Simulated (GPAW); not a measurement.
A self-consistent single point of WC (P-6m2, 2 atoms in the cell) with GPAW.

Method: LDA (Perdew-Wang 92), GPAW PAW datasets LDA (gpaw-data 1.0.1) (plane waves; GPAW).

```
WC
1.0
    1.45500    -2.52013     0.00000
    1.45500     2.52013     0.00000
    0.00000     0.00000     2.84000
W C
1 1
Direct
  0.00000   0.00000   0.00000
  0.33333   0.66667   0.50000
```

Reference input (self-consistent single point, DFT PBE, plane waves, GPAW PAW datasets PBE (gpaw-data 1.0.1)): mode = pw; ecut = 950 eV; xc = PBE; kpts = 17 17 15; mesh shift (steps) = 0 0 0; occupations.name = methfessel-paxton; occupations.width = 0.272 eV; occupations.order = 0; nbands = -8; convergence.density = 1e-05 e/electron; convergence.energy = 1e-05 eV/electron; symmetry.symmorphic = false. This run's input differs from it in these lines:

```diff
@@ -13,3 +13,3 @@
 calc = GPAW(mode={'name': 'pw', 'ecut': 950},
-            xc='PBE',
+            xc='LDA',
             kpts=(17, 17, 15),
```

Its files differ too (potentials: GPAW PAW datasets LDA (gpaw-data 1.0.1)).

The program printed (abridged):

```
     iter     time        total  log10-change:
                         energy   eigst   dens
iter:   1 --:--:--   -25.038262
iter:   2 --:--:--   -24.565675   -2.04  -1.01
iter:   3 --:--:--   -23.487066   -1.47  -1.07
iter:   4 --:--:--   -23.499365   -3.30  -1.52
iter:   5 --:--:--   -23.486564   -2.66  -1.58
iter:   6 --:--:--   -23.485358   -5.05  -2.54
iter:   7 --:--:--   -23.484155   -3.79  -2.71
iter:   8 --:--:--   -23.483884   -4.98  -3.07
iter:   9 --:--:--   -23.483875   -6.11  -3.32
iter:  10 --:--:--   -23.483873c  -6.61  -3.82
iter:  11 --:--:--   -23.483873c  -8.52c -4.25
iter:  12 --:--:--   -23.483872c  -8.11c -4.29
iter:  13 --:--:--   -23.483872c  -9.26c -4.55
iter:  14 --:--:--   -23.483873c  -8.05c -4.61
iter:  15 --:--:--   -23.483873c  -9.89c -4.89
iter:  16 --:--:--   -23.483873c  -9.48c -4.95
iter:  17 --:--:--   -23.483873c -10.75c -5.04c
Converged after 17 iterations.

Dipole moment: (0.000000, 0.814306, 0.000000) |e|*Ang

Energy contributions relative to reference atoms: (reference = -439534.908752)

Kinetic:        +13.596620
Potential:      -15.538578
External:        +0.000000
XC:             -21.503471
Entropy (-ST):   -0.011212
Local:           -0.032838
SIC:             +0.000000
--------------------------
Free energy:    -23.489479
Extrapolated:   -23.483873

Showing only first 2 kpts
 Kpt  Band  Eigenvalues  Occupancy
  0     7     10.42767    2.00000
  0     8     13.84096    0.62886
  0     9     16.90510    0.00000
  0    10     16.90512    0.00000

  1     7     10.47653    2.00000
  1     8     13.82183    0.70109
  1     9     16.52126    0.00000
  1    10     16.52127    0.00000

Fermi level: 13.74800

No gap
No difference between direct/indirect transitions
Energy (eV): -23.483873

Forces in eV/Ang:
  0 W     0.00000    0.00000    0.00000
  1 C     0.00000    0.00000    0.00000

Stress tensor:
     0.074088     0.000000     0.000000
     0.000000     0.074088     0.000000
     0.000000     0.000000     0.093315
Stress (GPa, Voigt): [11.8702 11.8702 14.9507  0.      0.      0.    ]
```

The run converged in 17 iterations. GPAW prints stress with tension positive. 

At such cutoffs GPAW's stress carries a finite-basis (Pulay) error, which enters relaxed cells too; its log prints stress with tension positive.

The starting cell has typed, rounded lattice constants, without a prior relaxation at this level. Spin polarisation is off.

Cost on one core of a shared machine: roughly 2 min.
